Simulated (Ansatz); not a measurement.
Take BeTe in the zinc blende structure (space group F-43m, No. 216; a = 5.6046 Å) as the base.

Levels (all Ansatz, a first-principles code, PAW, earlier PAW set): PBEsol (420 eV, no spin-orbit coupling); r2SCAN (500 eV, no SOC).

Its gap is 1.84 eV with PBEsol and 2.31 eV with r2SCAN.

One thing is altered: an isotropic linear strain of −1.33 %, atoms relaxed at fixed cell.

With PBEsol the gap becomes 1.73 eV.

Problem. If the r2SCAN correction stayed the same, what would the r2SCAN gap be, and what does the r2SCAN run give?

Solution. A rigid correction of +0.47 eV gives 2.20 eV. The r2SCAN run gives 2.21 eV, so the two effects roughly add.

Single points use the geometry relaxed with PBEsol. With Te present, leaving out spin-orbit coupling can change the band edges. Whether these cells are dynamically stable was not tested.
